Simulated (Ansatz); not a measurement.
Consider Te (space group P3_121, No. 152; a = 4.624 Å, c = 5.903 Å; made of chains).

Now apply this change: cell and atoms relaxed at a pressure of 1.5 GPa.

Levels (all Ansatz, an electronic-structure program, PAW): r2SCAN (500 eV, no spin-orbit coupling); HSE06+SOC (420 eV, with spin-orbit coupling).

The geometry is relaxed with r2SCAN.

| Item | Value |
|---|---|
| r2SCAN band gap | 0.30 eV |

Task: How does going to HSE06+SOC change the band gap?

Result: The band gap rises by 0.02 eV to 0.32 eV.

Single points use the geometry relaxed with r2SCAN. Their cutoffs differ, which shifts pressures a little. HSE06 was sampled on its mesh, a few special points and the semilocal edge points, so its gap is an upper bound. The spin-orbit shifts are approximate. Spin-orbit coupling, missing from the scalar runs, can matter with Te. Load acts through the strain it causes; cell and atoms are relaxed under it. No phonon test of stability was made. No dispersion term is included, though the crystal is made of layers, chains or molecules, so its spacings can come out too wide.
